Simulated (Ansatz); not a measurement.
## CdTe: response to strain

The parent structure is CdTe in the zinc blende structure (space group F-43m, No. 216; a = 6.5578 Å).

Strains are applied to the cell and any free atomic positions relax.

Calculations: Ansatz (an electronic-structure program), r2SCAN, PAW, cutoff 500 eV, no spin-orbit coupling.

Notes on the quantities. energy relative to the base: free energy F.

| isotropic strain (%) | energy relative to the base (meV/atom) |
|---|---|
| 0 | 0.0 |
| 0.5 | ? |
| 1 | 3.9 |
| 1.5 | 8.5 |
| 2 | 14.9 |
| 2.5 | 22.9 |
| 3 | 32.3 |

**Question.** Fit ΔE = Aε² + Bε³ (ε in %) to the rows shown and predict the withheld row.

**Answer.** Least squares on the printed values gives A = 4.00 and B = -0.14 meV/atom (largest residual 0.0 meV/atom); this predicts 1.0 meV/atom, and the run gives 1.0 meV/atom, in agreement.

Stability against distortions was not tested.
